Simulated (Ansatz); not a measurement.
Take PbGeO$_{3}$ in the cubic perovskite structure (space group Pm-3m, No. 221; a = 3.841 Å; a cell from a computed database, its experimental status unchecked) as the base.

Levels (all Ansatz, a program for electronic structure, PAW): PBEsol (420 eV, without spin-orbit coupling); PBEsol+SOC (420 eV, with spin-orbit coupling).

The geometry is relaxed with PBEsol.

| Property | Result |
|---|---|
| PBEsol pressure | 0.0 GPa |

### Question
Predict the pressure from PBEsol+SOC.

### Answer
The pressure goes from zero to -0.2 GPa.

Single points use the geometry relaxed with PBEsol. A case with no gap was solved on a k-mesh chosen for an insulator, which is coarse for it. Differences between runs with and without spin-orbit coupling are approximate. No phonon test of stability was made. The runs without spin-orbit coupling are not spin-polarised. Many cubic perovskites are stable only at high temperature; tilts and polar distortions were not tested.
